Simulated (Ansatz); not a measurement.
Results of PBEsol+SOC in Ansatz (PAW) for antifluorite K2Te.

Output (set-up and result lines):

```
Crystal: 3 atoms, lattice volume = 127.263 Å³
Basis set: ecut = 520 eV, 3479 PW (Γ), exchange–correlation on 90×90×90 points (8 copies of the dense FFT grid, shifted against one another)
Bands: 42, of which v1, the nominal top of the filled ones, is band 34 counted from 1 (33 counted from 0)
Symmetry: 48 space group operations + 48 with time reversal
k-points: 29 of 512
Initial density: superposition of atomic densities (chi_scale 0.1, normalization cell, long waves kept (reshape's long-wave potential 0.00 eV rms))
Functional: x = pbesol(κ = 0.804, μ = 0.12345679012345678), c = pbesol(β = 0.046)
SCF 1 converged in 8 iterations: F = -9939.259197 eV  dr2 = 2.49e-10
SCF converged after 8 iterations
Free energy (F): -9939.259197 eV
Internal energy: -9939.259197 eV  (E = F + TS)
E sigma→0 (E₀):  -9939.259197 eV
Fermi energy:    4.106072 eV
--- Stress (GPa, compression-positive) ---
        0.634413       0.000000      -0.000000
        0.000000       0.634413       0.000000
       -0.000000       0.000000       0.634413
  P = ⅓ Tr σ = 0.6344 GPa (6.344 kbar)
```

Task: Write an input file that could have produced this run (the log leaves some choices open).

Result: Several could match; the one computed here: 
Ansatz 0.2 input:
```yaml
crystal:
  lattice:
    - [0.0, 3.9923062029, 3.9923062029]
    - [3.9923062029, 0.0, 3.9923062029]
    - [3.9923062029, 3.9923062029, 0.0]
  atoms:
    - { symbol: K, position: [0.25, 0.25, 0.25] }
    - { symbol: K, position: [0.75, 0.75, 0.75] }
    - { symbol: Te, position: [0.0, 0.0, 0.0] }
basis:
  ecutwfc: 520
  ecutrho_ratio: 4
  xc_grid: 2
kpoints:
  mp_grid: { grid: [8, 8, 8] }
hamiltonian:
  xc: pbesol
  dispersion: none
  pseudopotentials: { kind: paw }
scf:
  occupations: { method: fermi_dirac, width: 0.01 }
  convergence: { dr2_threshold: 0.0000000003 }
output:
  forces: true
  stress: true
  eigenvalues: true
magnetization:
  noncollinear: true
  spin_orbit: true
```

The cell is one volume of an energy–volume scan, off the minimum.

The PAW data were made under PBE.

Note: the volume lies 6 % below that of the published cell.

Ansatz is a program for electronic structure.
